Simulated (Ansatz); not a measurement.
# Al2O3, pressure series

The reference is Al2O3 in the corundum structure (space group R-3c, No. 167).

```cif
data_Al4O6
_chemical_formula_sum 'Al4 O6'
_space_group_name_H-M_alt 'P 1'
_space_group_IT_number 1
_cell_length_a 5.09128
_cell_length_b 5.09128
_cell_length_c 5.09128
_cell_angle_alpha 55.348
_cell_angle_beta 55.348
_cell_angle_gamma 55.348
loop_
_space_group_symop_operation_xyz
  'x, y, z'
loop_
_atom_site_label
_atom_site_type_symbol
_atom_site_fract_x
_atom_site_fract_y
_atom_site_fract_z
_atom_site_occupancy
Al1 Al 0.64798 0.64798 0.64798 1
Al2 Al 0.14798 0.14798 0.14798 1
Al3 Al 0.35202 0.35202 0.35202 1
Al4 Al 0.85202 0.85202 0.85202 1
O1 O 0.75000 0.44414 0.05586 1
O2 O 0.05586 0.75000 0.44414 1
O3 O 0.25000 0.55586 0.94414 1
O4 O 0.55586 0.94414 0.25000 1
O5 O 0.94414 0.25000 0.55586 1
O6 O 0.44414 0.05586 0.75000 1
```

Cell and atoms are relaxed at each pressure.

Level of theory: plane-wave PAW DFT at the LDA level (Ansatz, a first-principles code, 420 eV), spin-orbit coupling left out.

```
pressure (GPa)  band gap (eV)
--------------  -------------
-2                       6.33
-1                       6.38
0                        6.43
0.9                      6.47
2.1                      6.53
4.5                      6.64
9                           ?
15                       7.09
```

**Question.** Fit E_g = E₀ + αP + βP² to the rows shown and predict the withheld row.

**Answer.** Least squares on the printed values gives E₀ = 6.43 eV, α = 48.4 meV/GPa, β = -0.29 meV/GPa² (largest residual 0.00 eV); this predicts 6.84 eV, and the run gives 6.84 eV, in agreement.

Load acts through the strain it causes; cell and atoms are relaxed under it. Whether these cells are dynamically stable was not tested. No other phases were tried under pressure.
